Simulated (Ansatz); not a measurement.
# What isotropic strain +1.33 % does to C

Take C (space group Fmmm, No. 69; a = 2.4562 Å, b = 4.2509 Å, c = 6.7530 Å; layered, stacked along the Cartesian z axis) as the base.

The change: an isotropic linear strain of +1.33 %, atoms relaxed at fixed cell.

Calculations: r2SCAN+rVV10 (Ansatz, a first-principles code; PAW; 500 eV plane waves; no SOC). k-mesh 16×16×16 (Γ-centred); smearing 0.05 eV (Fermi–Dirac).

| quantity | base | changed | shift |
|---|---|---|---|
| volume per atom | 8.81 Å³ | 9.17 Å³ | +0.36 Å³ |
| space group | Fmmm (No. 69) | Fmmm (No. 69) | – |
| shortest interatomic distance | 1.417 Å | 1.436 Å | +0.019 Å |
| energy relative to the base (free energy F) | 0 meV/atom | +12 meV/atom | +12 meV/atom |
| band gap | zero | zero | – |

Final structure:

```xyz
2
Lattice="0.0000 2.1537 3.4214 1.2444 0.0000 3.4214 1.2444 2.1537 0.0000" Properties=species:S:1:pos:R:3 pbc="T T T"
C      1.2444     0.7178     3.4214
C      1.2444     3.5896     3.4214
```

A case with no gap was solved on a k-mesh chosen for an insulator, which is coarse for it. Whether these cells are dynamically stable was not tested. The base started in Cmme and relaxed to Fmmm at this level. This is not the structure that C has at room temperature and ambient pressure.
